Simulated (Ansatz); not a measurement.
The reference is BAs in the zinc blende structure (space group F-43m, No. 216; a = 4.7839 Å).

Perturbation: full substitution As → P, then cell and atoms are relaxed.

Computed with r2SCAN (Ansatz, a first-principles code; PAW; 500 eV plane waves; without spin-orbit coupling).

Base, band edges from the VBM (valence, conduction): X -4.29, 1.62; W -5.41, 5.70; L -1.93, 2.94; Γ 0.00, 3.44; K -3.67, 2.28; U -3.67, 2.28 eV.

Task: Give the band edges at the high-symmetry points of the new zone, measured from its valence-band maximum.

Result: 
```csv
point,valence edge (eV),conduction edge (eV)
Γ,0.00,3.60
X,-4.36,1.50
U,-3.71,2.37
K,-3.71,2.37
L,-1.87,4.11
W,-5.74,5.74
```

The gap is 1.41 eV, indirect, Γ → Γ–X (83 % along).

Whether these cells are dynamically stable was not tested.
